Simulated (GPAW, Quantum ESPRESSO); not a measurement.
A GPAW input for a self-consistent single point of BaMg3 (Pmm2, 4 atoms in the cell) (DFT LDA (Perdew-Wang 92), plane waves, GPAW PAW datasets LDA (gpaw-data 1.0.1)):

```python
from ase import Atoms
from ase.units import GPa
from gpaw import GPAW, PW

atoms = Atoms(['Ba', 'Mg', 'Mg', 'Mg'],
              cell=[[3.633400, 0.000000, 0.000000],
                    [0.000000, 5.199816, 0.000000],
                    [0.000000, 0.000000, 6.717283]],
              positions=[[0.000000, 0.000000, 1.070332],
                         [1.816700, 0.000000, 4.426689],
                         [1.816700, 2.599908, 2.723522],
                         [0.000000, 2.599908, 5.213955]],
              pbc=True)

calc = GPAW(mode=PW(850),
            xc='LDA',
            kpts={'size': (7, 5, 4), 'gamma': True},
            occupations={'name': 'methfessel-paxton', 'width': 0.1, 'order': 0},
            nbands=-8,
            convergence={'density': 1e-05},
            symmetry={'symmorphic': False, 'tolerance': 0.0005},
            maxiter=150)

atoms.calc = calc

energy = atoms.get_potential_energy()
print('Energy (eV):', round(energy, 6))
forces = atoms.get_forces()
print('Forces (eV/Ang):')
print(forces.round(5))
stress = atoms.get_stress()
print('Stress (GPa, Voigt):', (stress / GPa).round(4))
```

**Question.** Give the Quantum ESPRESSO input for the same structure, mesh, smearing and functional.

**Answer.** This is the input that was run; spellings and numerical settings could be chosen otherwise.

```fortran
&control
    calculation = 'scf',
    outdir = './tmp',
    pseudo_dir = './',
    tprnfor = .true.,
    tstress = .true.,
/
&system
    ibrav = 0,
    nat = 4,
    ntyp = 2,
    ecutwfc = 40,
    ecutrho = 200,
    occupations = 'smearing',
    smearing = 'gaussian',
    degauss = 0.0073499,
/
&electrons
    conv_thr = 1e-10,
    mixing_beta = 0.5,
/
ATOMIC_SPECIES
Ba   137.3270  ba_lda_v1.uspp.F.UPF
Mg    24.3050  mg_lda_v1.4.uspp.F.UPF
CELL_PARAMETERS angstrom
   3.6334000000     0.0000000000     0.0000000000
   0.0000000000     5.1998160000     0.0000000000
   0.0000000000     0.0000000000     6.7172830000
ATOMIC_POSITIONS crystal
Ba    0.0000000000    0.0000000000    0.1593400000
Mg    0.5000000000    0.0000000000    0.6590000000
Mg    0.5000000000    0.5000000000    0.4054500000
Mg    0.0000000000    0.5000000000    0.7762000000
K_POINTS automatic
7 5 4  0 0 0
```

Basis, cutoffs, solver keys and any potentials are the target program's own. This input uses DFT, LDA (PZ), plane waves, GBRV 1.5 ultrasoft (LDA) pseudopotentials. LDA parametrisations can differ slightly between programs.

The starting cell comes from a database of computed structures (which also holds hypothetical and non-ambient phases and stackings), without a prior relaxation at this level. Its lattice was rescaled by a random factor within 2.5 % of one.
